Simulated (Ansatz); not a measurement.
An Ansatz (a quantum-chemistry and plane-wave program) input (PBE/PAW in Ansatz, without spin-orbit coupling):

Ansatz 0.2 input:
```yaml
crystal:
  lattice:
    - [4.4198914872, 0, 0]
    - [2.2099457436, 3.8277383099, 0]
    - [0, 0, 7.4108289346]
  atoms:
    - { symbol: Sb, position: [0.3333333333, 0.3333333333, 0.2258019806] }
    - { symbol: Sb, position: [0.6666666667, 0.6666666667, 0.7741980194] }
    - { symbol: Mg, position: [0, 0, 0] }
    - { symbol: Mg, position: [0.3333333333, 0.3333333333, 0.6323677209] }
    - { symbol: Mg, position: [0.6666666667, 0.6666666667, 0.3676322791] }
basis: { ecutwfc: 420, ecutrho_ratio: 4, xc_grid: 2, fft_grid_basis: typed }
kpoints: { mp_grid: { grid: [12, 12, 7] } }
hamiltonian:
  xc: pbe
  dispersion: none
  pseudopotentials: { kind: paw }
scf: { occupations: { method: fermi_dirac, width: 0.05 } }
relax: { f_tol: 0.005, max_steps: 50, cell: { stress_tol: 0.01, fix: [a, b, gamma] } }
output: { forces: true, stress: true }
checkpoint: { write: state.ck, write_every: 1000 }
```

**Question.** Which symmetry and how many k-points will the program report, and about how many plane waves at Γ?

**Answer.** Space group P-3m1 (ITA 164) with 12 operations, k-points 112 of 1008, and 2467 plane waves at Γ.

**Question.** And the final pressure?

**Answer.** 2.91 GPa (compression positive).

The cells carry an imposed strain or load. No phonon test of stability was made. The cell was made from Mg3Sb2 (space group P-3m1, No. 164) by this change: biaxial strain −3.83 %, plane normal [001], relaxed out of plane.
